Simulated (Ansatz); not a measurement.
**What tensor shear ε_xy = +0.29 % does to NaI**

The parent structure is NaI in the rock salt structure (space group Fm-3m, No. 225; a = 6.402 Å). Axes: x, y, z lie along the cube axes.

Perturbation: a pure shear with ε_xy = ε_yx = 0.0029, atoms relaxed at fixed cell.

All numbers come from PBEsol (Ansatz, a quantum-chemistry and plane-wave program), no SOC. k-mesh 9×9×9 (Γ-centred); smearing 0.05 eV (Fermi–Dirac).

The space group goes from Fm-3m (No. 225) to Immm (No. 71) and the energy is nearly the same. The pressure (mean of the normal stresses, compression positive) remains 0.1 kbar and the band gap falls by 0.013 eV to 3.58 eV. The gap character is still direct at Γ and the electron mass remains 0.26 mₑ (at Γ). The valence-band top at Γ (three highest levels, from the VBM) changes from 0.00, 0.00, 0.00 eV to 0.00, -0.01, -0.03 eV and the valley order (the lowest conduction-band minima on the path, energy above the VBM, named in the base's zone) becomes Γ 3.58 eV; X along [001] 4.46 eV; X along [100] 4.46 eV; L along [1-11] 4.94 eV (base: Γ 3.60 eV; X along ⟨100⟩ 4.47 eV; L along ⟨111⟩ 4.96 eV). The stress (xx, yy, zz, yz, xz, xy; compression positive) is (0.01, 0.01, 0.01, 0.00, 0.00, -0.04) GPa.

Final structure:

```xyz
2
Lattice="0.0093 3.2011 3.2011 3.2011 0.0093 3.2011 3.2103 3.2103 0.0000" Properties=species:S:1:pos:R:3 pbc="T T T"
Na     0.0000     0.0000     0.0000
I      3.2103     3.2103     3.2011
```

With I present, leaving out spin-orbit coupling can change the band edges. The cells carry an imposed strain or load. Effective masses come from finite differences of ±0.01 Å⁻¹. Whether these cells are dynamically stable was not tested. Labels are those of the standard path for the cell's own space group.
